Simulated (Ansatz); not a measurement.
Pressure series in Os

Start from Os in the hcp (Mg type) structure (space group P6_3/mmc, No. 194; a = 2.755 Å, c = 4.344 Å).

Cell and atoms are relaxed at each pressure.

Level of theory: PBE (Ansatz, an electronic-structure program, PAW, no spin-orbit coupling).

Notes on the quantities. enthalpy: H = E + PV relative to the base's energy.

```csv
variant,enthalpy,shortest interatomic distance,density
base,–,2.692 Å,22.13 g/cm³
pressure −2 GPa,-0.18 eV/atom,2.697 Å,22.01 g/cm³
pressure −1 GPa,-0.09 eV/atom,2.694 Å,22.07 g/cm³
pressure 0.9 GPa,+0.08 eV/atom,2.690 Å,22.18 g/cm³
pressure 2.1 GPa,+0.19 eV/atom,2.688 Å,22.24 g/cm³
pressure 4.5 GPa,+0.40 eV/atom,2.683 Å,22.37 g/cm³
pressure 9 GPa,+0.79 eV/atom,2.674 Å,22.61 g/cm³
pressure 15 GPa,+1.31 eV/atom,___,___
pressure 22.5 GPa,+1.95 eV/atom,2.649 Å,23.27 g/cm³
pressure 30 GPa,+2.58 eV/atom,2.637 Å,23.60 g/cm³
```

Q: Complete the table.

A: 
- pressure 15 GPa, shortest interatomic distance: 2.663 Å
- pressure 15 GPa, density: 22.91 g/cm³

Load acts through the strain it causes; cell and atoms are relaxed under it. Whether these cells are dynamically stable was not tested. Competing high-pressure phases were not computed. All final runs are without spin polarisation.
